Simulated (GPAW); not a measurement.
Band structure of AlN (P6_3mc, 4 atoms in the cell).

```xyz
4
Lattice="3.1348 0.0000 0.0000 -1.5674 2.7149 0.0000 0.0000 0.0000 5.0270" Properties=species:S:1:pos:R:3 pbc="T T T"
Al     1.5674     0.9050     2.5099
Al     0.0000     1.8099     5.0234
N      1.5674     0.9050     4.4273
N      0.0000     1.8099     1.9138
```

Method of the run: PBE, GPAW PAW datasets PBE (gpaw-data 1.0.1) (plane waves; GPAW).

Settings: mode = pw; ecut = 900 eV; xc = PBE; kpts = 12 12 7; mesh shift (steps) = 0 0 0; occupations.name = fermi-dirac; occupations.width = 0 eV; nbands = -8; convergence.density = 1e-05 e/electron; convergence.energy = 1e-05 eV/electron; convergence.bands = -6; symmetry.symmorphic = false; symmetry.tolerance = 0.0005; maxiter = 150.

The starting cell comes from a database of computed structures (which also holds hypothetical and non-ambient phases and stackings), without a prior relaxation at this level. Its lattice was rescaled by a random factor within 2.5 % of one.

**Question.** Predict the gap along the standard path and the places of the band edges.

**Answer.** The gap along the path is 4.01 eV, direct at Γ to within 0.01 eV.

Levels in eV from the top of the valence band on the SCF mesh, bands 5 to 12:
```csv
point,5,6,7,8,9,10,11,12
Γ,-0.84,-0.20,-0.20,0.00,4.01,6.48,10.42,10.99
M,-3.29,-2.05,-1.74,-0.68,5.74,5.74,7.99,10.11
K,-3.75,-2.40,-2.34,-2.34,5.03,8.25,9.52,9.52
A,-0.53,-0.53,-0.53,-0.53,6.28,6.28,10.14,10.14
L,-1.44,-1.44,-1.34,-1.34,5.23,5.23,9.11,9.11
H,-3.78,-3.78,-0.79,-0.79,7.34,7.34,7.68,7.68
```
